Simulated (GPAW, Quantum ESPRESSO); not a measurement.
A Quantum ESPRESSO input for a self-consistent single point of CdTe (F-43m, 2 atoms in the cell) (DFT, PBE, plane waves, SSSP 1.1.2 precision (PBE) pseudopotentials):

```fortran
&CONTROL
    calculation = 'scf'
    prefix = 'pwscf'
    outdir = './out'
    pseudo_dir = './'
    verbosity = 'high'
    tprnfor = .true.
    tstress = .true.
/
&SYSTEM
    ibrav = 0
    nat = 2
    ntyp = 2
    ecutwfc = 55
    ecutrho = 440
    occupations = 'fixed'
    nbnd = 17
/
&ELECTRONS
    conv_thr = 1e-10
    mixing_beta = 0.3
/
ATOMIC_SPECIES
Cd   112.4140  Cd.pbe-dn-rrkjus_psl.0.3.1.UPF
Te   127.6000  Te_pbe_v1.uspp.F.UPF
ATOMIC_POSITIONS {crystal}
Cd    0.0000000000    0.0000000000    0.0000000000
Te    0.2500000000    0.2500000000    0.2500000000
K_POINTS {automatic}
9 9 9  0 0 0
CELL_PARAMETERS {angstrom}
   0.0000000000     3.2919610000     3.2919610000
   3.2919610000     0.0000000000     3.2919610000
   3.2919610000     3.2919610000     0.0000000000
```

### Question
Give the GPAW input for the same structure, mesh, smearing and functional.

### Answer
This is the input that was run; spellings and numerical settings could be chosen otherwise.

```python
from ase import Atoms
from ase.units import GPa
from gpaw import GPAW, PW

atoms = Atoms(['Cd', 'Te'],
              cell=[[0.000000, 3.291961, 3.291961],
                    [3.291961, 0.000000, 3.291961],
                    [3.291961, 3.291961, 0.000000]],
              positions=[[0.000000, 0.000000, 0.000000],
                         [1.645981, 1.645981, 1.645981]],
              pbc=True)

calc = GPAW(mode=PW(550),
            xc='PBE',
            kpts=(9, 9, 9),
            occupations={'name': 'fixed-uniform'},
            nbands=-6,
            convergence={'density': 1e-05, 'energy': 1e-05, 'bands': -4},
            symmetry={'symmorphic': False, 'tolerance': 0.0005},
            maxiter=100)

atoms.calc = calc

energy = atoms.get_potential_energy()
print('Energy (eV):', round(energy, 6))
forces = atoms.get_forces()
print('Forces (eV/Ang):')
print(forces.round(5))
stress = atoms.get_stress()
print('Stress (GPa, Voigt):', (stress / GPa).round(4))
```

Basis, cutoffs, solver keys and any potentials are the target program's own. This input uses DFT PBE, plane waves, GPAW PAW datasets PBE (gpaw-data 1.0.1). Both were run: pressure 0.45 GPa in Quantum ESPRESSO and 0.19 in GPAW; gap on the mesh 0.627 eV in Quantum ESPRESSO and 0.631 in GPAW.

On Quantum ESPRESSO: the starting cell comes from a database of computed structures (which also holds hypothetical and non-ambient phases and stackings), without a prior relaxation at this level. Its lattice was rescaled by a random factor within 2.5 % of one. Spin-orbit coupling is off.

On GPAW: the starting cell comes from a database of computed structures (which also holds hypothetical and non-ambient phases and stackings), without a prior relaxation at this level. Its lattice was rescaled by a random factor within 2.5 % of one. Spin-orbit coupling is off.
